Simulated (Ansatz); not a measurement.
The reference is As in the A7 type structure (space group R-3m, No. 166; a = 3.7454 Å, c = 9.7545 Å (hexagonal axes); layered).

All numbers come from plane-wave PAW DFT at the PBEsol-D3(BJ) level (Ansatz, a program for electronic structure, 420 eV), no SOC.

Before the change:

- Space group: R-3m (No. 166)
- Volume per atom: 19.75 Å³

One thing is altered: full substitution As → Ir; the structure is relaxed again.

Q: What happens to the space group?

A: The space group goes from R-3m (No. 166) to Pm-3m (No. 221).

Q: Estimate the effect on the volume per atom.

A: The volume per atom decreases by 3.71 Å³ (19.75 Å³ → 16.04 Å³).

No phonon test of stability was made. As relaxed here, Ir is a hypothetical phase, not in the database extracts checked. The final runs are not spin-polarised.
